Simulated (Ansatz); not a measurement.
**Response to strain in TiC**

Take TiC in the rock salt structure (space group Fm-3m, No. 225; relaxed with 0.1 eV smearing) as the base.

```yaml
crystal:
  lattice:
    - [0.00000, 2.16390, 2.16390]
    - [2.16390, 0.00000, 2.16390]
    - [2.16390, 2.16390, 0.00000]
  atoms:
    - { symbol: C, position: [0.00000, 0.00000, 0.00000] }
    - { symbol: Ti, position: [0.50000, 0.50000, 0.50000] }
```

Cartesian axes are those of the cell as printed.

Strains are applied to the cell and any free atomic positions relax; under biaxial strain the out-of-plane vector relaxes too.

Method: r2SCAN/PAW in Ansatz (a first-principles code), without spin-orbit coupling.

Candidates:
(a) isotropic strain −1.19 %
(b) biaxial strain +1.16 %, plane normal [111], relaxed out of plane
(c) uniaxial strain ε_yy = −5.97 %
(d) isotropic strain +2.86 %
(e) isotropic strain +3.02 %

Notes on the quantities. energy relative to the base: free energy F.

Task: Order them by energy relative to the base, highest first.

Result: (c) uniaxial strain ε_yy = −5.97 % (+75 meV/atom), (e) isotropic strain +3.02 % (+62 meV/atom), (d) isotropic strain +2.86 % (+56 meV/atom), (a) isotropic strain −1.19 % (+11 meV/atom), (b) biaxial strain +1.16 %, plane normal [111], relaxed out of plane (+4.8 meV/atom)

No phonon test of stability was made. All final runs are without spin polarisation.
